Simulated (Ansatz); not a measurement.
**FePt: Li interstitial (started 1.66 Å from the nearest host atom), symmetric start**

Start from a 16-atom supercell of FePt (space group P4/mmm, No. 123; a = 2.7301 Å, c = 3.7639 Å; ferromagnetic) at its relaxed geometry.

It is then changed as follows: one Li atom is added in an open site, starting 1.66 Å from the nearest host atom, atoms relaxed at fixed cell.

Calculations: PBE (Ansatz, a quantum-chemistry and plane-wave program; PAW; 420 eV plane waves; scalar-relativistic without spin-orbit coupling). Γ-centred 6×6×6 mesh, Fermi–Dirac width 0.05 eV.

The pressure increases by 11.6 GPa to 11.7 GPa and the largest displacement of a host atom from its site in the perfect cell comes out as 0.57 Å. The final site of the added atom is 6 Fe at 1.94–3.06 Å and 4 Pt at 2.35 Å.

Final structure:

```
LiFe8Pt8
1.0
    5.46013     0.00000    -3.76390
    0.00000     5.46013    -3.76390
    0.00000     5.46013     3.76390
Fe Pt Li
8 8 1
Cartesian
  1.93739   6.82516  -1.93736
  1.35676   4.11292   1.82659
  1.24954   6.82516   1.82659
  1.35676   4.07727  -1.93731
  4.10336   4.11292  -1.93731
  4.10336   9.53739  -1.93731
  4.21058   6.82516  -1.93731
  3.52273   1.36503  -1.93736
  0.00000  -0.01701  -0.07984
  0.00000   2.74707  -0.07984
  0.00000   5.44302  -0.03077
  0.00000   8.20729  -0.03077
  2.73002   8.22639  -0.05538
  2.73011   2.76626  -0.05538
  2.73011   5.42393  -3.81928
  2.73002   5.42393  -0.05538
  0.00000   1.36503   1.82672
```

The magnetic state is the one reached from the starting moments; the real material's order can differ, and small cells can't hold many antiferromagnetic ones. The cell is small, so the values are those of an ordered compound at a high defect concentration; dilute-limit values will differ. The defect started on the symmetric site and kept its symmetry, so it may sit on a saddle. The defect cell is spin-polarised and ends with 25.8 μB, a fractional moment that hangs on the mesh and smearing.
